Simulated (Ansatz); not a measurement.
## CsCl-type TiCo: Voigt–Reuss–Hill shear modulus by level of theory

No measured value is used here.

| level (code) | value (GPa) | cell (Å³/atom) |
|---|---|---|
| LDA (Ansatz) | 46.2 | 12.21 |
| PBE (Ansatz) | 43.5 | 13.12 |
| PBEsol (Ansatz) | 46.6 | 12.62 |
| r²SCAN (Ansatz) | 39.4 | 12.85 |

The crystal itself was run without spin with LDA, PBE, PBEsol, r²SCAN; a magnetic state was not tried in these runs. Each level is taken at its own relaxed cell. Cutoffs differ between the levels. Ansatz's density-functional and Hartree–Fock values are scalar-relativistic unless marked +SOC, with PAW data made under PBE.

Ansatz is a quantum-chemistry and plane-wave program.
